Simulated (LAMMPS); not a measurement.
Surface tension of liquid Nb over temperature.

Level of theory: classical MD, pair style meam, file library.meam (library.meam-Nb), run in LAMMPS.

```csv
T (K),surface tension,excess energy
2750,0.73 ± 0.04 N/m,1.0 J/m²
3160,0.71 ± 0.04 N/m,1.1 J/m²
3710,0.61 ± 0.03 N/m,1.1 J/m²
```

Caution: the potential MEAM library.meam-Nb is a first-neighbour MEAM set with a 4 Å cutoff, used here without a parameter file and away from the static properties it was fitted to.

Uncertainties are statistical and leave out the potential's own error.
